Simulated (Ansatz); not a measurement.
**Nb3Sn, response to strain**

The parent structure is Nb3Sn in the A15 (Cr3Si type) structure (space group Pm-3n, No. 223; a = 5.259 Å). Axes: x, y, z lie along the cube axes.

Strains are applied to the cell and any free atomic positions relax; under biaxial strain the out-of-plane vector relaxes too.

Method: PBEsol, PAW, 420 eV (Ansatz, an electronic-structure program; spin-orbit coupling left out).

Notes on the quantities. pressure: mean of the normal stresses, compression positive; energy relative to the base: free energy F.

| case | volume per atom | pressure | energy relative to the base | space group |
|---|---|---|---|---|
| base | 18.18 Å³ | 0.0 GPa | 0 meV/atom | Pm-3n (No. 223) |
| biaxial strain −0.56 %, plane normal [001], relaxed out of plane | 18.12 Å³ | 0.6 GPa | +0.3 meV/atom | P4_2/mmc (No. 131) |
| biaxial strain +0.74 %, plane normal [001], relaxed out of plane | 18.28 Å³ | -1.0 GPa | +0.9 meV/atom | P4_2/mmc (No. 131) |
| biaxial strain +1.81 %, plane normal [001], relaxed out of plane | 18.53 Å³ | -3.0 GPa | +8.1 meV/atom | P4_2/mmc (No. 131) |
| biaxial strain −0.64 %, plane normal [110], relaxed out of plane | 18.13 Å³ | 0.5 GPa | +0.2 meV/atom | Cccm (No. 66) |
| biaxial strain +2.55 %, plane normal [111], relaxed out of plane | [?] | [?] | [?] | R-3c (No. 167) |
| isotropic strain +2.60 % | 19.63 Å³ | -11.5 GPa | +56 meV/atom | Pm-3n (No. 223) |
| isotropic strain +4.59 % | 20.80 Å³ | -17.8 GPa | +164 meV/atom | Pm-3n (No. 223) |
| uniaxial strain ε_yy = −0.80 % | 18.03 Å³ | 1.5 GPa | +0.7 meV/atom | P4_2/mmc (No. 131) |

Question: Complete the table.

Answer: 
- biaxial strain +2.55 %, plane normal [111], relaxed out of plane, volume per atom: 18.47 Å³
- biaxial strain +2.55 %, plane normal [111], relaxed out of plane, pressure: -2.4 GPa
- biaxial strain +2.55 %, plane normal [111], relaxed out of plane, energy relative to the base: +8.3 meV/atom

Without a gap, meshes like the base's 9×9×9 leave anisotropic stresses uncertain by several tenths of a GPa, and small strain energies with them. No phonon test of stability was made. All final runs are without spin polarisation.
